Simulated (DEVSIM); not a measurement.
# abrupt Si p-n junction

Structure: abrupt Si p-n junction, at 300 K.

```
layer (left to right)  material  thickness (μm)  Nd (cm⁻³)  Na (cm⁻³)  τn (s)  τp (s)
---------------------  --------  --------------  ---------  ---------  ------  ------
1                            Si            11.0          -     7.4e18  1.3e-6  1.3e-6
2                            Si            1.60     2.1e14          -  1.3e-6  1.3e-6
```

Left contact: ohmic. Right contact: ohmic. Voltage is applied to the left contact. Recombination: SRH at mid-gap. Mobility is μmin + (μ − μmin)/(1 + (N/Nref)^α).

The device is made up for the run: typed textbook-type constants, with dimensions and the other settings drawn at random. Values at 300 K.

| parameter | Si |
|---|---|
| gap (eV) | 1.124 |
| affinity (eV) | 4.05 |
| permittivity | 11.7 |
| Nc (cm⁻³) | 2.86e19 |
| Nv (cm⁻³) | 3.1e19 |
| μn (cm²/Vs) | 1417 |
| μp (cm²/Vs) | 470 |
| μn,min | 52 |
| μp,min | 45 |
| Nref,n | 9.7e16 |
| Nref,p | 2.2e17 |
| αn | 0.68 |
| αp | 0.72 |

Simulated with DEVSIM: 1D drift-diffusion, Boltzmann statistics, complete ionisation; no tunnelling, impact ionisation, image-force lowering or self-heating.

The potential step across the device at zero bias is 0.781 V, the largest field in the device at zero bias comes out as 150000 V/cm and the dark forward voltage at 1 A/cm² is 0.478 V. The dark forward voltage at 100 A/cm² comes out as 0.667 V.

Dark forward current:

(V (V), J (A/cm²)): (0.05, 4.3e-7); (0.10, 2.8e-6); (0.15, 1.6e-5); (0.25, 0.00052); (0.30, 0.0029); (0.35, 0.016); (0.40, 0.085); (0.50, 2.0); (0.55, 7.6); (0.60, 25); (0.65, 72); (0.75, 480); (0.80, 1100); (0.85, 2200)
